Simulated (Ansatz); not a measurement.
## F on the 1x1 (100) surface of fcc Cu, one in a 3x3 cell, started at the site 'top Cu'

The numbers are results of PBE (plane waves to 420 eV, PAW; Ansatz, a program for electronic structure), not measurements.

Model: 37-atom slab, 5.3 Å thick at the start under the adsorbate (thin: gaps and levels are the slab's own), 4x4x1 mesh, Fermi-Dirac 0.1 eV, dipole correction, 18 atoms held, the rest relaxed; symmetry of the start imposed; no spin, no spin-orbit, no U, no dispersion correction. At the end it is bonded to Cu. In PBE this state lies 0.43 eV over the lowest of the starts that converged ('bridge Cu-Cu (span 2.6 Å)').

adsorption energy against ½ F2(g): -2.52 eV
work function of the top face: 5.57 eV
change of the work function: 1.02 eV
change of the step from the bottom to the top vacuum level, against the clean slab: 1.07 eV
energy released by relaxation: 0.082 eV
height of the binding atom over the mean of the host atoms within 0.3 Å of the top one: 1.932 Å
nearest host atoms of the binding atom: Cu at 1.83 Å, Cu at 3.23 Å, Cu at 3.23 Å
largest move of a host atom: 0.11 Å

A negative adsorption energy means that the adsorbate is more stable on the surface than in its reference.
